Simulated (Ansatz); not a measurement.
Base system: WSe$_{2}$ in the 2H-MoS2 type structure (space group P6_3/mmc, No. 194; a = 3.231 Å, c = 12.411 Å; layered, stacked along the Cartesian z axis).

It is then changed as follows: hydrostatic tension (pressure −1 GPa).

Levels (all Ansatz, a quantum-chemistry and plane-wave program, PAW): PBEsol-D3(BJ) (420 eV, spin-orbit coupling left out); r2SCAN (500 eV, scalar-relativistic without spin-orbit coupling); HSE06 (420 eV, no SOC).

At the geometry relaxed with PBEsol-D3(BJ), these levels gave the following band gaps, in shuffled order: (a) 1.20 eV, (b) 0.73 eV, (c) 0.89 eV.

Question: Match each gap to its level.

Answer: (a) HSE06; (b) PBEsol-D3(BJ); (c) r2SCAN.

Single points use the geometry relaxed with PBEsol-D3(BJ). HSE06 gaps are upper bounds (no full band path). With W present, leaving out spin-orbit coupling can change the band edges. Load acts through the strain it causes; cell and atoms are relaxed under it. No phonon test of stability was made.
